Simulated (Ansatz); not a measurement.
## GeS2 (model structure, started from the CdCl2 type, R-3m, No. 166, 3 atoms in the cell)

Method: PBEsol (Ansatz, a program for electronic structure, PAW).

Settings: plane-wave cutoff 500 eV, 14×14×14 k mesh, Fermi–Dirac smearing 0.05 eV, scalar-relativistic PAW data made under PBE.

Cell (relaxed at this level):

```xyz
3
Lattice="1.6984 0.9806 6.2751 -1.6984 0.9806 6.2751 0.0000 -1.9612 6.2751" Properties=species:S:1:pos:R:3 pbc="T T T"
Ge     0.0000     0.0000     0.0000
S      0.0000     0.0000     4.8854
S      0.0000     0.0000    13.9398
```

For GeS2 (model structure, started from the CdCl2 type, R-3m, No. 166, 3 atoms in the cell), the band gap comes out as 0.40 eV (on the SCF k mesh).

Note: the relaxation could raise the start's symmetry but not lower it, so the cell can be a saddle point; the cell has widely spaced layers and the level no dispersion term, so their spacing and the moduli can rest on weak binding.

Spin–orbit coupling is not included.

The computed numbers hold no vibrational or temperature effects.

A model structure was made by putting elements into a prototype or built by hand; it is no filed structure, need not be a known phase, and can be a saddle point held by its symmetry.
